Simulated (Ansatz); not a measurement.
Worked example: relaxation of cell and atoms of WC (P-6m2, 2 atoms in the cell) in Ansatz (a program for electronic structure).

Level of theory: LDA (PW92), PAW files made with PBE (plane waves; Ansatz).

The change in words: atoms on their sites; basis.ecutwfc: 420 eV → 295 eV; relax: default → cell and atoms. Reference geometry:
```xyz
2
Lattice="1.4623 -2.5327 0.0000 1.4623 2.5327 0.0000 0.0000 0.0000 2.8542" Properties=species:S:1:pos:R:3 pbc="T T T"
W      0.0000     0.0000     0.0500
C      1.4623     0.8442     1.4271
```

Reference input (self-consistent single point, DFT, LDA (PW92), plane waves, PAW files made with PBE): basis.ecutwfc = 420 eV; kpoints.mp_grid.grid = 13 13 12; hamiltonian.xc = lda; hamiltonian.pseudopotentials = {kind: paw} (the program's default PAW files); scf.occupations.method = gaussian; scf.occupations.width = 0.1 eV. This run's input differs from it in these lines:

Ansatz 0.2 input:
```diff
@@ -6,6 +6,6 @@
   atoms:
-    - { symbol: W, position: [0.000000, 0.000000, 0.017518] }
+    - { symbol: W, position: [0.000000, 0.000000, 0.000000] }
     - { symbol: C, position: [0.333333, 0.666667, 0.500000] }
 basis:
-  ecutwfc: 420.0
+  ecutwfc: 295.0
 kpoints:
@@ -17,2 +17,4 @@
   occupations: { method: gaussian, width: 0.1 }
+relax:
+  cell: {}
 output:
```

The program printed (abridged):

```
   [... SCF lines of the steps left out ...]
relax step   1: F+E_penalty+E_count = -10373.96598951 eV  Δ(F+E_penalty+E_count) = +0.000e0 eV  max|allowed force component| = 1.133e-16 eV/Å  Δτ_max = 0.0000 Å  P = -16.291 GPa  Ω = 21.141 Å³  (7 SCF iters, dr2 threshold 1.00e-7 eV, accepted)
relax step   2: F+E_penalty+E_count = -10374.05410246 eV  Δ(F+E_penalty+E_count) = -8.811e-2 eV  max|allowed force component| = 1.203e-16 eV/Å  Δτ_max = 0.0000 Å  P = +14.085 GPa  Ω = 19.752 Å³  energy of the carried Pulay correction = +7.497e-2 eV  [...]
   [... lines left out ...]
relax step  10: F+E_penalty+E_count = -10374.01354195 eV  Δ(F+E_penalty+E_count) = -2.519e-4 eV  max|allowed force component| = 1.342e-16 eV/Å  Δτ_max = 0.0000 Å  P = -0.003 GPa  Ω = 20.268 Å³  energy of the carried Pulay correction = +2.504e-4 eV  [...]
relax step  11: F+E_penalty+E_count = -10374.01328970 eV  Δ(F+E_penalty+E_count) = +2.523e-4 eV  max|allowed force component| = 1.342e-16 eV/Å  Δτ_max = 0.0000 Å  P = -0.006 GPa  Ω = 20.268 Å³  stress off target by 6.32e-3 GPa  SCF on the basis [...]
basis re-selected at this cell: Δ(F+E_penalty+E_count) = +2.523e-4 eV, ΔP = -0.003 GPa vs the last step
the relaxation is at rest under the 12 symmetry operations that the run kept from its start: a minimum is not shown …
Stability not checked: this state was not tested for a lower state beside it, because too few of the mixer's solves of this state at the end of the SCF gave a …
Free energy (F): -10374.013290 eV
Internal energy: -10374.011847 eV  (E = F + TS)
   [... lines left out ...]
Fermi energy:    20.694695 eV
   [... lines left out ...]
to start a new deck from the relaxed geometry:
  cell:  # Å, volume = 20.2678 Å³
    - [1.4425285619447166, -2.498532760657518, 0.0]
    - [1.4425285619447166, 2.498532760657518, 0.0]
    - [0.0, 0.0, 2.811686001506353]
  atoms:
    - { symbol: W, position: [-1.8503699430566214e-17, -1.850372590034581e-17, 0.0] }
    - { symbol: C, position: [0.3333333333333333, 0.6666666666666667, 0.5] }
```

The run converged.  The full log also holds: “iter 5 did not close the SCF: its close was put off for the readings that it lacked (scf_convergence_deferred on its scf_iter line)”. The full log also holds: “iter 5 did not close the SCF: its close was put off for the readings that it lacked (scf_convergence_deferred on its scf_iter line)”.

Summary of the result:
- Free energy E − TS (on the zero of these files): -10374.0133 eV
- Fermi level (on the code's own zero): 20.69 eV
- Pressure: -0.01 GPa
- Final cell: a = b = 2.885 Å, c = 2.812 Å, α = β = 90.00°, γ = 120.00°
- Final volume per atom: 10.13 Å³
- Relaxation steps: 11

The starting cell has typed, rounded lattice constants, without a prior relaxation at this level. Its lattice was rescaled by up to half a per cent. Spin polarisation is off. The relaxation keeps the symmetry of its start, so its end need not be a minimum. Ansatz's pressure includes its estimate of the finite-basis (Pulay) stress. Without the estimate this run gives -8.69 GPa. The cutoff lies below the one recommended for these files.
